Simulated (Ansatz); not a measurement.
The starting structures come from a database of crystals and need not be the phases stable at ambient conditions.

# Evanescent states of KAs$_{4}$ClO$_{6}$ (P6/mmm, not sure to be the ambient phase, 12 atoms a cell, 17.8 Å³ an atom, -2 GPa at this level) along the normal of (100)

Calculation: r2SCAN (plane waves, PAW; Ansatz, a first-principles code).

The gap is the functional's own. No spin-orbit coupling. Mid-gap values are interpolated on the energy grid.

Energies count from the valence-band top; κ is the least over a 6×4 mesh across the current.

```csv
E (eV),κ (1/Å),where
0.10,0.171,off Γ
0.28,0.247,off Γ
0.47,0.285,Γ
0.67,0.311,Γ
0.85,0.330,Γ
1.04,(withheld),Γ
1.24,(withheld),Γ
1.43,(withheld),Γ
1.61,(withheld),Γ
1.80,(withheld),Γ
2.00,(withheld),Γ
2.19,(withheld),Γ
2.38,(withheld),Γ
2.56,(withheld),Γ
2.75,(withheld),Γ
2.94,0.244,Γ
3.13,0.223,Γ
3.33,0.198,Γ
3.52,0.166,Γ
3.71,0.122,Γ
```

Q: Complete the blanks.

A: 
- 1.04, κ (1/Å): 0.339
- 1.24, κ (1/Å): 0.336
- 1.43, κ (1/Å): 0.332
- 1.61, κ (1/Å): 0.327
- 1.80, κ (1/Å): 0.320
- 2.00, κ (1/Å): 0.312
- 2.19, κ (1/Å): 0.302
- 2.38, κ (1/Å): 0.291
- 2.56, κ (1/Å): 0.278
- 2.75, κ (1/Å): 0.262
